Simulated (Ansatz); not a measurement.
Base system: Al₂O₃ in the corundum structure (space group R-3c, No. 167).

```
Al2O3
1.0
    2.40441     1.38819     4.37462
   -2.40441     1.38819     4.37462
    0.00000    -2.77638     4.37462
Al O
4 6
Direct
  0.64785   0.64785   0.64785
  0.14785   0.14785   0.14785
  0.35215   0.35215   0.35215
  0.85215   0.85215   0.85215
  0.75000   0.44383   0.05617
  0.05617   0.75000   0.44383
  0.25000   0.55617   0.94383
  0.55617   0.94383   0.25000
  0.94383   0.25000   0.55617
  0.44383   0.05617   0.75000
```

Method: PBE (Ansatz, a first-principles code; PAW; 420 eV plane waves; no spin-orbit coupling).

Before the change:

- Gap character = direct at Γ
- Lattice parameter a = 480.9 pm
- Band gap = 5.85 eV
- Electron mass = 0.38 mₑ along c, 0.36 mₑ across (at Γ)

One thing is altered: cell and atoms relaxed at a pressure of 0.9 GPa.

Q: Estimate the effect on the gap character.

A: The gap character is still direct at Γ.

Q: What happens to the lattice parameter a?

A: The lattice parameter a drops by 0.6 pm (480.9 pm → 480.3 pm).

Q: Predict the new band gap.

A: The band gap rises by 0.05 eV, from 5.85 eV to 5.90 eV.

Q: Predict the new electron mass.

A: The electron mass changes from 0.38 mₑ along c, 0.36 mₑ across (at Γ) to 0.39 mₑ along c, 0.37 mₑ across (at Γ).

Load acts through the strain it causes; cell and atoms are relaxed under it. Masses are band curvatures over ±0.01 Å⁻¹ around the edge. Stability against distortions was not tested.
